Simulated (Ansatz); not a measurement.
System: Hf₂Si (model structure, started from the Ca2N type, R-3m, No. 166, 3 atoms in the cell). Method: LDA (Ansatz, a program for electronic structure, plane waves, PAW).

Excerpt of the program's output:

```
Relaxation: its limit of steps is 80 (relax.max_steps)
Crystal: 3 atoms, lattice volume = 57.941 Å³
Basis set: ecut = 520 eV, 1555 PW (Γ), FFT grids on a1−a3, a2−a3, a3, exchange–correlation on 60×60×90 points (8 copies of the dense FFT grid, shifted against one another)
Bands: 34, of which v1, the nominal top of the filled ones, is band 28 counted from 1 (27 counted from 0)
Symmetry: 12 space group operations
Space group: R-3m (ITA 166), of the structure as read, at distance tolerance 3.9e-5 Å
k-points: 417 of 4096
Functional: x = slater, c = lda
SCF iter   1: F=—  HF=-31563.099943 eV  |F-HF|=—  |Δ(HF+E_count)|=         —  Δρ=5.93e-3  dr2=1.11e-2
SCF iter   2: F=—  HF=-31563.098899 eV  |F-HF|=—  |Δ(HF+E_count)|=   1.04e-3  Δρ=3.67e-3  dr2=4.36e-3
  ...
SCF 1 converged in 7 iterations: F = -31563.098241 eV  dr2 = 5.87e-8
Crystal: 3 atoms, lattice volume = 57.941 Å³
Initial density: handed on by an earlier stage of this run
SCF 2 converged in 6 iterations: F = -31563.097080 eV  dr2 = 1.25e-7
Crystal: 3 atoms, lattice volume = 57.941 Å³
SCF 3 converged in 10 iterations: F = -31563.098865 eV  dr2 = 4.16e-12
Crystal: 3 atoms, lattice volume = 57.941 Å³
SCF 4 converged in 6 iterations: F = -31563.098889 eV  dr2 = 7.20e-10
Crystal: 3 atoms, lattice volume = 57.941 Å³
SCF iter   5: F=—  HF=-31563.098889 eV  |F-HF|=—  |Δ(HF+E_count)|=    0.00e0  Δρ=7.82e-8  dr2=3.19e-12
SCF iter   6: F=-31563.098889 eV  HF=-31563.098889 eV  |F-HF|=7.28e-12  |Δ(HF+E_count)|=    0.00e0  Δρ=2.80e-8  dr2=4.45e-13
SCF 5 converged in 6 iterations: F = -31563.098889 eV  dr2 = 4.45e-13
SCF converged after 6 iterations
Free energy (F): -31563.098889 eV
Internal energy: -31563.090040 eV  (E = F + TS)
E sigma→0 (E₀):  -31563.094465 eV
Fermi energy:    17.140176 eV
--- Forces (eV/Å), atoms counted from 1 ---
  atom   1  Hf    -0.00000000    -0.00000000     0.00081230
  atom   2  Hf     0.00000000     0.00000000    -0.00081230
  atom   3  Si     0.00000000    -0.00000000     0.00000000
--- Stress (GPa, compression-positive) ---
        2.448336       0.000000      -0.000000
        0.000000       2.448336       0.000000
       -0.000000       0.000000       2.435204
  P = ⅓ Tr σ = 2.4440 GPa (24.440 kbar)
```

Write an input file that could have produced this run (the log leaves some choices open).

One answer among several that fit: 
Ansatz 0.2 input:
```yaml
crystal:
  lattice:
    - [1.8235889771, 1.0528494698, 5.0297115726]
    - [-1.8235889771, 1.0528494698, 5.0297115726]
    - [0.0, -2.1056992907, 5.0297114991]
  atoms:
    - { symbol: Hf, position: [0.7611298456, 0.7611298456, 0.7611298456] }
    - { symbol: Hf, position: [0.2388701544, 0.2388701544, 0.2388701544] }
    - { symbol: Si, position: [0.0, 0.0, 0.0] }
basis:
  ecutwfc: 520
  ecutrho_ratio: 4
  xc_grid: 2
kpoints:
  mp_grid: { grid: [16, 16, 16] }
hamiltonian:
  xc: lda
  dispersion: none
  pseudopotentials: { kind: paw }
scf:
  occupations: { method: fermi_dirac, width: 0.05 }
output:
  forces: true
  stress: true
  eigenvalues: true
relax:
  f_tol: 0.004
  escape_saddle: false
  max_steps: 80
  cell: { stress_tol: 0.02, fix: [volume] }
```

The cell is one volume of an energy–volume scan, off the minimum.

The PAW data were made under PBE.

Note: the relaxation could raise the start's symmetry but not lower it, so the cell can be a saddle point.

A model structure was made by putting elements into a prototype or built by hand; it is no filed structure, need not be a known phase, and can be a saddle point held by its symmetry.
